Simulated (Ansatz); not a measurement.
Base system: CdSe in the zinc blende structure (space group F-43m, No. 216; a = 6.082 Å).

It is then changed as follows: Te takes the place of Se on all its sites; the structure is relaxed again.

Levels (all Ansatz, a quantum-chemistry and plane-wave program, PAW, earlier PAW set): PBEsol (420 eV, no SOC); r2SCAN (500 eV, no SOC); HSE06 (420 eV, no spin-orbit coupling); PBEsol+SOC (420 eV, spin-orbit coupling included); HSE06+SOC (420 eV, with spin-orbit coupling).

At the geometry relaxed with PBEsol, these levels gave the following band gaps, in shuffled order: (a) 1.62 eV, (b) 0.38 eV, (c) 1.26 eV, (d) 1.32 eV, (e) 0.65 eV.

Question: Match each gap to its level.

Answer: (a) HSE06; (b) PBEsol+SOC; (c) r2SCAN; (d) HSE06+SOC; (e) PBEsol.

Single points use the geometry relaxed with PBEsol. The spin-orbit shifts are approximate. Spin-orbit coupling, missing from the scalar runs, can matter with Te. Stability against distortions was not tested.
